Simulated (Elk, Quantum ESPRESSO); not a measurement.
# Equation of state of CuAu-type TiAl (space group 123): energy against volume (Elk, LDA)

```yaml
crystal:
  lattice:
    - [2.71993, 0.00000, 0.00000]
    - [0.00000, 2.71993, 0.00000]
    - [0.00000, 0.00000, 3.91171]
  atoms:
    - { symbol: Ti, position: [0.00000, 0.00000, 0.00000] }
    - { symbol: Al, position: [0.50000, 0.50000, 0.50000] }
```

Method: Elk with LDA (PW92), all-electron FP-LAPW, Elk's shipped species files, default APW+lo basis. Settings: xctype = 3; rgkmax = 7.98; stype = 3; swidth = 0.00183747 Ha; ngridk = 21 21 15; sphere radii = {Ti: 2.4, Al: 2.2} bohr. The cell above is the first row's. The rows scale it uniformly. In all rows fractional positions and the k mesh are held. E is the free energy at the stated smearing, counted from the lowest row.

| V (Å^3/atom) | E (meV/atom) |
|---|---|
| 14.469 | 23.30 |
| 14.784 | 9.46 |
| 15.099 | 1.80 |
| 15.413 | 0.00 |
| 15.728 | 3.21 |
| 16.042 | 11.13 |
| 16.357 | 23.20 |
| 16.671 | 38.97 |
| 16.986 | ? |

Q: Using the third-order Birch-Murnaghan form, a cubic in V^(-2/3), estimate the missing E at V = 16.986 from the other rows, showing the fit.

A: With u = V^(-2/3) - 0.161, the rows have u = 0.007412, 0.005012, 0.002695, 0.000464, -0.001699, -0.003785, -0.005810, -0.007765. Least squares gives E = 0.257 - 850.16·u + 533606·u² + 110968·u³. Residuals (row less fit): -0.016, 0.046, -0.044, 0.023, -0.031, 0.017, 0.013, -0.010; standard error 0.040 (degrees of freedom: 4). Its minimum lies at u = 0.000796, so V0 = (0.161796)^(-3/2) = 15.37. There d²E/du² = 1068000 and d³E/du³ = 665800, so B0 = (4/9) × 15.37^(-7/3) × 1068000 × 0.160218 = 130 GPa (the last factor turns the table's units into GPa), and B0' = 4 + (2/3) × 0.161796 × (665800)/1068000 = 4.1. At the withheld row, u = -0.009665, so E = 0.257 - 850.16 × (-0.009665) + 533606 × (-0.009665)² + 110968 × (-0.009665)³ = 58.219 meV/atom. The calculation gives 58.18 meV/atom, 0.039 meV/atom below the prediction (0.1 % of the range of E in the table). The row lies outside the fitted rows, so this is an extrapolation. From the scatter of the fitted rows alone, a prediction at this place has a standard error of 0.096 meV/atom, so the miss is 0.4 times that.

Carrying the step between the two nearest rows on in a straight line would have given 54.79, off by 3.39; series whose last step already gives the withheld value aren't shown. The scan was laid around a cell of about the measured size, scaled by a guess for this functional; axis ratios and inner coordinates come from that cell. The runs keep the symmetry of the cell, so they don't test it for distortions. A plane-wave scan with the same functional (Quantum ESPRESSO, GBRV) gives V0 = 15.29 Å^3/atom and B0 = 127 GPa; a Birch-Murnaghan fit to all rows here lies 0.5 % from it in V0 and 2 % in B0; the two differ in basis, and may differ in potentials and mesh. Spin polarisation is off. Values depend on the basis (sphere radii, cutoffs, local orbitals), which need not be converged. The shape of the cell and the inner coordinates aren't relaxed, so V0 and B0 belong to this uniform scaling; a relaxed crystal lies no higher in energy and is usually softer. Sphere radii are the same in all rows. Cutoffs and mesh are single choices, not tested for convergence of this quantity. Series with a scatter that would blur these digits, or in which a gap closes, are not shown. Nor are scans whose minimum lies at an end fitted in this form.
